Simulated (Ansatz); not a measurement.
Take Ta in the bcc (W type) structure (space group Im-3m, No. 229; a = 3.306 Å; relaxed with 0.1 eV smearing) as the base. Axes: x, y, z lie along the cube axes.

All numbers come from Ansatz (an electronic-structure program) r2SCAN, no spin-orbit coupling.

Before the change:

```
Item                            Result
-----------------------------  -------
Shortest interatomic distance  2.863 Å
```

The change: tensor shear ε_xy = +1.43 % (engineering shear γ = 0.0286), atoms relaxed at fixed cell.

Estimate the effect on the energy relative to the base.

The energy grows by 3.4 meV/atom.

What happens to the stress?

The stress (xx, yy, zz, yz, xz, xy; compression positive) amounts to (0.1, 0.1, 0.2, 0.0, 0.0, -2.1) GPa.

How does this affect the shortest interatomic distance?

The shortest interatomic distance shrinks by 0.027 Å (2.863 Å → 2.836 Å).

The cells carry an imposed strain or load. Stability against distortions was not tested. All final runs are without spin polarisation.
